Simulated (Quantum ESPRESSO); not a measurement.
Quantum ESPRESSO is run on ScPt (Pm-3m, 2 atoms in the cell), and the run fails. The aim is a self-consistent single point with DFT, LDA (PW92), plane waves, PseudoDojo standard norm-conserving (LDA) pseudopotentials.

Input as run:

```fortran
&control
    calculation = 'scf',
    prefix = 'run',
    outdir = './tmp',
    pseudo_dir = './',
    tprnfor = .true.,
    tstress = .true.,
/
&system
    ibrav = 0,
    nat = 2,
    ntyp = 2,
    ecutwfc = 85,
    occupations = 'smearing',
    smearing = 'methfessel-paxton',
    degauss = 0.0036749,
/
&electrons
    conv_thr = 1.0d-9,
/
ATOMIC_SPECIES
Pt   195.0840  pt_pbe_v1.4.uspp.F.UPF
Sc    44.9559  Sc.upf
CELL_PARAMETERS angstrom
   3.26800000     0.00000000     0.00000000
   0.00000000     3.26800000     0.00000000
   0.00000000     0.00000000     3.26800000
ATOMIC_POSITIONS crystal
Pt    0.00000000    0.00000000    0.00000000
Sc    0.50000000    0.50000000    0.50000000
K_POINTS automatic
8 8 8  0 0 0
```

Log, with long lists cut:

```
           0           3

 %%%%%%%%%%%%%%%%%%%%%%%%%%%%%%%%%%%%%%%%%%%%%%%%%%%%%%%%%%%%%%%%%%%%%%%%%%%%%%
     Error in routine set_dft_from_name (4):
      conflicting values for igcx
 %%%%%%%%%%%%%%%%%%%%%%%%%%%%%%%%%%%%%%%%%%%%%%%%%%%%%%%%%%%%%%%%%%%%%%%%%%%%%%

     stopping ...
```

Task: From the messages shown, name the fault and mend the input.

Result: The fault is potentials made for another functional; here the program stops on it instead of giving results. To fix it, use potentials made for the functional of the run. The program stopped before any SCF iteration.

The sound input it was made from differs as follows (other fixes are possible):
```diff
-Pt   195.0840  pt_pbe_v1.4.uspp.F.UPF
+Pt   195.0840  Pt.upf
```

With that input, the run converged in 11 iterations: free energy E − TS -4874.6751 eV; Fermi level (on the code's own zero) 17.09 eV; pressure -5.65 GPa (DFT, LDA (PW92), plane waves, PseudoDojo standard norm-conserving (LDA) pseudopotentials).

On the sound input: the starting cell comes from a database of published, mostly measured structures (it also holds non-ambient and calculated ones), without a prior relaxation at this level. Spin polarisation is off. With a pressure of about -6 GPa the cell is away from its equilibrium volume at this level.
